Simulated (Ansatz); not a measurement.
Consider Pt in the fcc (Cu type) structure (space group Fm-3m, No. 225; a = 3.9403 Å). Axes: x, y, z lie along the cube axes.

Calculations: Kohn–Sham DFT with the r2SCAN functional, run in Ansatz (a first-principles code) with PAW and 500 eV plane waves, spin-orbit coupling left out.

Base values:

```
Quantity                         Value
-----------------------------  -------
Shortest interatomic distance  2.786 Å
```

It is then changed as follows: biaxial strain +1.15 %, plane normal [111], relaxed out of plane (Cartesian); in-plane vectors clamped, the third vector and the atoms free.

Question: Predict the new energy relative to the base and shortest interatomic distance.

Answer: The energy rises by 3.4 meV/atom; the shortest interatomic distance shrinks by 0.0157 Å (2.786 Å → 2.771 Å).

Without a gap, meshes like the base's 20×20×20 leave anisotropic stresses uncertain by several tenths of a GPa, and small strain energies with them. No phonon test of stability was made. The final runs are not spin-polarised.
